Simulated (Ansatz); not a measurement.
Base system: ZnS in the zinc blende structure (space group F-43m, No. 216; a = 5.357 Å). Axes: x, y, z lie along the cube axes.

Calculations: plane-wave PAW DFT at the PBEsol level (Ansatz, a first-principles code, 420 eV), no spin-orbit coupling.

Before the change:

Shortest interatomic distance: 2.319 Å

Modification: tensile biaxial strain of 3.05 % in the plane normal to [001], as in epitaxy on a mismatched substrate; the out-of-plane cell vector and the atoms relax.

Q: What happens to the hole mass?

A: The hole mass comes out as 0.18 mₑ out of plane, 0.66 mₑ in plane (at Γ).

Q: Predict the new shortest interatomic distance.

A: The shortest interatomic distance goes up by 0.0191 Å to 2.339 Å.

The levels and masses belong to the bands next to the band gap. Effective masses come from finite differences of ±0.01 Å⁻¹. Stability against distortions was not tested.
